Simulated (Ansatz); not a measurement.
## What pressure 60 GPa does to BeS

Take BeS in the zinc blende structure (space group F-43m, No. 216; a = 4.8380 Å) as the base.

It is then changed as follows: a hydrostatic pressure of 60 GPa.

Calculations: Ansatz (a first-principles code) PBEsol, no SOC. Γ-centred 12×12×12 mesh, Fermi–Dirac width 0.05 eV.

```json
[
 {"quantity": "volume per atom", "base": "14.15 Å³", "changed": "10.15 Å³", "shift": "-4.00 Å³"},
 {"quantity": "density", "base": "2.41 g/cm³", "changed": "3.36 g/cm³", "shift": "+0.95 g/cm³"},
 {"quantity": "lattice parameter a", "base": "4.838 Å", "changed": "4.331 Å", "shift": "-0.507 Å"},
 {"quantity": "shortest interatomic distance", "base": "2.095 Å", "changed": "1.875 Å", "shift": "-0.220 Å"},
 {"quantity": "enthalpy H = E + PV relative to the base's energy", "base": "–", "changed": "+4.38 eV/atom", "shift": "–"},
 {"quantity": "band gap", "base": "2.91 eV", "changed": "1.89 eV", "shift": "-1.015 eV"},
 {"quantity": "gap character", "base": "indirect, Γ → X", "changed": "indirect, Γ → X", "shift": "–"},
 {"quantity": "smallest direct gap", "base": "5.54 eV", "changed": "5.14 eV", "shift": "-0.40 eV"},
 {"quantity": "width of the top valence band", "base": "3.44 eV", "changed": "5.45 eV", "shift": "+2.01 eV"},
 {"quantity": "electron mass", "base": "0.80 mₑ along k, 0.28 mₑ across (at X)", "changed": "0.74 mₑ along k, 0.23 mₑ across (at X)", "shift": "–"}
]
```

Final structure:

```xyz
2
Lattice="0.0000 2.1653 2.1653 2.1653 0.0000 2.1653 2.1653 2.1653 0.0000" Properties=species:S:1:pos:R:3 pbc="T T T"
S      3.2479     3.2479     3.2479
Be     0.0000     0.0000     0.0000
```

Load acts through the strain it causes; cell and atoms are relaxed under it. Effective masses come from finite differences of ±0.01 Å⁻¹. Along k means along the line from Γ to the band edge. Stability against distortions was not tested. No other phases were tried under pressure.
